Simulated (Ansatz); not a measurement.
Results of PBEsol (PAW; Ansatz, an electronic-structure program) for L1₀ (CuAu-type) TiAl.

Numerical settings: plane-wave cutoff 520 eV, 22×22×16 k mesh (along the axes of the cell as run), Fermi–Dirac smearing 0.039 eV (set by the program), no spin polarisation, scalar-relativistic PAW data made under PBE.

Cell (relaxed at this level):

```yaml
crystal:
  lattice:
    - [2.79508, 0.00000, 0.00000]
    - [0.00000, 2.79508, 0.00000]
    - [0.00000, 0.00000, 4.03848]
  atoms:
    - { symbol: Ti, position: [0.00000, 0.00000, 0.00000] }
    - { symbol: Al, position: [0.50000, 0.50000, 0.50000] }
```

Question: Give the computed elastic constant C33, elastic constant C44, Voigt–Reuss–Hill bulk modulus and elastic constant C13.

Answer: 
- elastic constant C33: 178 GPa
- elastic constant C44: 120 GPa
- Voigt–Reuss–Hill bulk modulus: 120 GPa
- elastic constant C13: 90.4 GPa

Measured, for comparison: elastic constant C33 183 GPa, elastic constant C44 109 GPa, elastic constant C13 75 GPa (0 K, extrapolated to 0 K, Ti-56 at.% Al crystal; axes of the face-centred tetragonal cell; as tabulated in Qi et al. (2023), arXiv:2305.11825). Computed (rounded) less measured: elastic constant C33 -3 %, elastic constant C44 +10 %, elastic constant C13 +21 %.

Elastic constants are with the ions relaxed.

Computing time: very roughly 11 core-minutes.
